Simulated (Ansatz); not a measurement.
**One base run on MnO (Fm-3m, 4 atoms in the cell) and variants with one or two settings moved**

```xyz
4
Lattice="4.4245 2.2122 2.2122 2.2122 4.4245 2.2122 2.2122 2.2122 4.4245" Properties=species:S:1:pos:R:3 pbc="T T T"
Mn     0.0000     0.0000     0.0000
Mn     4.4245     4.4245     4.4245
O      2.2122     2.2122     2.2122
O      6.6367     6.6367     6.6367
```
Moments meant for the start (each program seeds them in its own way; μB, in the order of the atoms Mn Mn O O): 5.0 -5.0 0.0 0.0.

Base run A: PBE, PAW files (Ansatz, an electronic-structure program), self-consistent single point.

Its settings: kpoints.mp_grid.grid = 12 12 12; hamiltonian.xc = pbe; hamiltonian.pseudopotentials = {kind: paw} (the program's default PAW files); magnetization.spin_polarized = true; scf.occupations.method = gaussian; scf.occupations.width = 0.0015 Ry.

The starting cell has typed, rounded lattice constants, without a prior relaxation at this level. Its lattice was rescaled by a random factor within 2.5 % of one. The magnetic order is the one reached from the typed start; others were not searched systematically. Ansatz's pressure includes its estimate of the finite-basis (Pulay) stress.

ΔF is the free energy per atom less that of run A. A dash stands where there is no value to compare (another energy zero or no entropy term, no result, no spin, no clean gap, or a mesh too coarse for one). Total energies depend on the potentials, the functional and any Hubbard or dispersion term, so they are compared only between runs that share all of them.

These are the values that this program gave, and no reference: magnets with a U can end in a higher state.

Run A gave: pressure (GPa) 1.62; gap on the mesh (eV) 0.892; k-points 189.

Runs:
- B: hamiltonian.hubbard.sites: default → [{species: Mn, l: d, u_eff: 7.0}] eV; hamiltonian.hubbard.projectors: default → ortho-atomic [PBE+U]
- C: opposed starting moments (4 -4 0 0 μB)
- D: crystal.symmetry.detect: default → false
- E: hamiltonian.dispersion: default → d4 [PBE-D4]
- F: scf.convergence.dr2_threshold: default (1e-07 eV) → 1e-10 eV
- G: hamiltonian.xc: pbe → lda [LDA (PW92)]
- H: scf.mixing.preconditioner: default (the program chose none) → kerker; scf.mixing.q_tf: default → 0.2
- I: scf.mixing.algorithm: default (the program chose MSR1) → broyden
- J: scf.self_checks: default → high

Task: What does run E change against A?

Result: The pressure goes from 1.62 to -1.89 GPa and the gap on the mesh stays at 0.892 eV.

Task: What does run B change against A?

Result: The pressure goes from 1.62 to 14.26 GPa and the gap on the mesh goes from 0.892 to 2.157 eV.

```csv
run,ΔF (meV/atom),pressure (GPa),gap on the mesh (eV),k-points
A,0.00,1.62,0.892,189
B,–,14.26,2.157,189
C,0.00,1.62,0.892,189
D,0.00,1.62,0.892,868
E,–,-1.89,0.892,189
F,0.00,1.62,0.892,189
G,–,-12.26,0.762,189
H,0.00,1.62,0.892,189
I,0.00,1.62,0.892,189
J,0.00,1.62,0.892,189
```

Keys are those of Ansatz 0.2.
